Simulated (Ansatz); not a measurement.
# A computed series for NaF: pressure series

Take NaF in the rock salt structure (space group Fm-3m, No. 225; a = 4.702 Å) as the base.

Cell and atoms are relaxed at each pressure.

Calculations: PBE (Ansatz, a first-principles code; PAW; 420 eV plane waves; without spin-orbit coupling).

Candidates:
(a) pressure 0.9 GPa
(b) pressure −1 GPa
(c) pressure 4.5 GPa
(d) pressure 2.1 GPa

Base values:

```
Property   Result
--------  -------
Band gap  6.09 eV
```

### Question
Order them by band gap, highest first.

### Answer
(c) pressure 4.5 GPa (6.54 eV), (d) pressure 2.1 GPa (6.31 eV), (a) pressure 0.9 GPa (6.19 eV), (b) pressure −1 GPa (5.97 eV)

Load acts through the strain it causes; cell and atoms are relaxed under it. No phonon test of stability was made.
